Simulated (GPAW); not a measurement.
GPAW 25.7.0, DFT, PBE, plane waves, PAW datasets of gpaw-data 1.0.1: bcc Fe, atoms displaced, 2 atoms, spin-polarised from a ferromagnetic start (3 μB on Fe). Basis and mesh were picked for this test and aren't claimed converged.

```python
from ase import Atoms
from ase.parallel import parprint
from gpaw import GPAW

atoms = Atoms(
    'Fe2',
    cell=
    [[2.8660000, 0.0000000, 0.0000000],
     [0.0000000, 2.8660000, 0.0000000],
     [0.0000000, 0.0000000, 2.8660000]],
    scaled_positions=
    [[0.9973870, 0.0084450, 0.9999070],
     [0.5026810, 0.5154880, 0.5142030]],
    pbc=True)
atoms.set_initial_magnetic_moments([3.0, 3.0])
atoms.calc = GPAW(
    mode={'name': 'pw', 'ecut': 500},
    xc='PBE',
    kpts={'size': [8, 8, 8], 'gamma': True},
    occupations={'name': 'fermi-dirac', 'width': 0.1},
    convergence={'density': 1e-05},
    maxiter=150,
    parallel={'kpt': 1, 'band': 4, 'domain': 2, 'sl_auto': False, 'augment_grids': True},
    txt='-')
parprint('free energy', atoms.get_potential_energy(force_consistent=True))
parprint('forces', atoms.get_forces().tolist())
parprint('moments', atoms.get_magnetic_moments().tolist())
```

```bash
OMP_NUM_THREADS=1 mpirun -np 8 gpaw python run.py
```

The program reports k-points after symmetry: 260, bands: 18, electrons: 16, plane waves: 624, coarse grid: 15*15*15, symmetry operations: 1.

It runs on a single node (AMD EPYC (Zen 5), 96 cores on 1 socket, no SMT, 12 L3 cache groups; 94 cores' worth of CPU time may be used).

On 8 ranks this takes 33 s. Wall times, medians of two to five repeats, each run alone on the node (launch to exit). Processes are pinned to neighbouring cores unless said otherwise. The build: conda-forge: Open MPI, OpenMP, OpenBLAS, FFTW, ScaLAPACK, ELPA; another build can shift the numbers. Scratch files lie in a memory file system.

Problem. Speed this job up; the result has to stay within 1.0 meV/atom in energy, 10 meV/Å in forces (largest component), 0.020 μB in site moments. Keep to 8 cores.

Solution. This is not unique; one that fits is going from parallel.kpt = 1, parallel.band = 4, parallel.domain = 2 to parallel.kpt = 8, parallel.band = 1, parallel.domain = 1, the fastest of the measured ones that keep the result.

```diff
-    parallel={'kpt': 1, 'band': 4, 'domain': 2, 'sl_auto': False, 'augment_grids': True},
+    parallel={'kpt': 8, 'band': 1, 'domain': 1, 'sl_auto': False, 'augment_grids': True},
```

Time: 33 s to 8.7 s (3.8× as fast). The largest move is in the band solver (Davidson, Orthonormalize): 27 s to 4.9 s. What the program resolved moves too: domains from 2 x 1 x 1 to 1 x 1 x 1. These two results differ by: energy under 0.001 meV/atom, forces (largest component) under 0.001 meV/Å, site moments under 0.001 μB. Others tried: parallel.kpt = 4, parallel.band = 1, parallel.domain = 2 (13 s); parallel.kpt = 2, parallel.band = 1, parallel.domain = 4 (17 s); parallel.kpt = 2, parallel.band = 2, parallel.domain = 2 (19 s); parallel.kpt = 1, parallel.band = 2, parallel.domain = 4 (29 s); parallel.kpt = 1, parallel.band = 8, parallel.domain = 1 (38 s). 4 planned settings were not run, for want of time.
